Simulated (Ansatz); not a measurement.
Take Na in the bcc (W type) structure (space group Im-3m, No. 229; a = 4.1993 Å; relaxed with 0.1 eV smearing) as the base.

Calculations: PBE (Ansatz, a program for electronic structure), scalar-relativistic without spin-orbit coupling.

For the base:

The pressure is 0.0 GPa.

The change: every lattice vector is stretched by 2.50 %, atoms relaxed at fixed cell.

### Question
Estimate the effect on the pressure and energy relative to the base.

### Answer
The pressure goes from zero to -0.5 GPa; the energy grows by 4.7 meV/atom.

The cells carry an imposed strain or load. No phonon test of stability was made.
